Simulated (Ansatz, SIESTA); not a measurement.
A SIESTA input for a self-consistent single point of Ga2HgTe4 (P1, 7 atoms in the cell) (DFT, GGA PBEsol, numerical atomic orbitals DZP, PseudoDojo PBEsol standard norm-conserving potentials (rewritten from UPF to PSML)):

```
# files in the folder: Ga.psml Hg.psml Te.psml (PseudoDojo PBEsol standard)
SystemName  Ga2HgTe4
SystemLabel siesta

NumberOfAtoms                7
NumberOfSpecies              3
%block ChemicalSpeciesLabel
  1 31 Ga
  2 80 Hg
  3 52 Te
%endblock ChemicalSpeciesLabel
LatticeConstant              1.0 Ang
%block LatticeVectors
    -3.101610000    3.101610000    5.958955000
     3.101610000   -3.101610000    5.958955000
     3.101610000    3.101610000   -5.958955000
%endblock LatticeVectors
AtomicCoordinatesFormat      Bohr
%block AtomicCoordinatesAndAtomicSpecies
    -0.067362696    0.067175138   11.229161372  1
     5.902749307    0.067649895    5.582583143  1
    -0.015579052   -0.058096149    0.018265006  2
    -2.612632839    2.843329413    8.229308654  3
     2.843581445    2.612732480   14.333548030  3
     8.494815219    3.035359694   -3.070277716  3
     3.038003093    3.154242281    3.090198059  3
%endblock AtomicCoordinatesAndAtomicSpecies

XC.functional                GGA
XC.authors                   PBEsol
PAO.BasisSize                DZP
PAO.EnergyShift              0.005 Ry
MeshCutoff                   350 Ry
%block kgrid.MonkhorstPack
    3   0   0  0.0
    0   3   0  0.0
    0   0   3  0.0
%endblock kgrid.MonkhorstPack
OccupationFunction           FD
ElectronicTemperature        116.05 K

MaxSCFIterations             150
SCF.Mixer.Method             Broyden
SCF.Mixer.Weight             0.2
SCF.Mixer.History            8
SCF.DM.Tolerance             1.0E-05
Diag.ParallelOverK           true
WriteForces                  true
```

Translate this input to Ansatz (a first-principles code).

One input that does it (others would too):

Ansatz 0.2 input:
```yaml
crystal:
  lattice:
    - [-3.10161000, 3.10161000, 5.95895500]
    - [3.10161000, -3.10161000, 5.95895500]
    - [3.10161000, 3.10161000, -5.95895500]
  atoms:
    - { symbol: Ga, position: [0.50432600, 0.49284900, -0.00001600] }
    - { symbol: Ga, position: [0.25364800, 0.75142200, 0.50931600] }
    - { symbol: Hg, position: [-0.00414500, -0.00051800, -0.00628500] }
    - { symbol: Te, position: [0.60795200, 0.14252100, 0.01968000] }
    - { symbol: Te, position: [0.85932000, 0.87901300, 0.46546100] }
    - { symbol: Te, position: [0.12261100, 0.58834000, 0.98360300] }
    - { symbol: Te, position: [0.40628900, 0.39637300, 0.52824100] }
kpoints:
  mp_grid:
    grid: [3, 3, 3]
hamiltonian:
  xc: pbesol
  pseudopotentials:
    kind: paw
scf:
  occupations:
    method: fermi_dirac
    width: 0.01
output:
  forces: true
  eigenvalues: true
  stress: true
```

Basis settings and potentials, where a program has them, do not carry over. This input uses DFT, PBEsol, plane waves, default PAW files made with PBE.

The starting cell comes from a database of computed structures (which also holds hypothetical and non-ambient phases and stackings), without a prior relaxation at this level. For this run, on top of that: atoms moved at random.
